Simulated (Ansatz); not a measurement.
Consider Rb2PdP2 (space group Cmcm, No. 63; a = 6.499 Å, b = 14.456 Å, c = 5.960 Å; a cell from a computed database, its experimental status unchecked). Axes: x, y, z lie along a, b, c of the conventional cell.

Method: plane-wave PAW DFT at the PBEsol level (Ansatz, a quantum-chemistry and plane-wave program, 420 eV), scalar-relativistic without spin-orbit coupling, earlier PAW set.

For the base:

| Property | Value |
|---|---|
| Valence-band top at Γ | 0.00, -0.57, -0.90 eV |
| Pressure | 0.00 GPa |
| Band gap | 1.00 eV |
| Gap character | indirect, Γ → k = (1/3, 1/3, 1/3) in the run's primitive reciprocal basis |

Perturbation: uniaxial strain ε_zz = −1.94 %, all other strain components held at zero; the atoms relax in the strained cell.

Question: Predict the new valence-band top at Γ, energy relative to the base, pressure, band gap and gap character.

Answer: The valence-band top at Γ (three highest levels, from the VBM) goes from 0.00, -0.57, -0.90 eV to 0.00, -0.76, -1.04 eV; the energy rises by 1.8 meV/atom; the pressure (mean of the normal stresses, compression positive) goes from zero to 0.56 GPa; the band gap shrinks by 0.17 eV, from 1.00 eV to 0.83 eV; the gap character goes from indirect, Γ → k = (1/3, 1/3, 1/3) in the run's primitive reciprocal basis to indirect, Γ → k = (0.167, 1/3, 1/3) in the run's primitive reciprocal basis.

Stability against distortions was not tested.
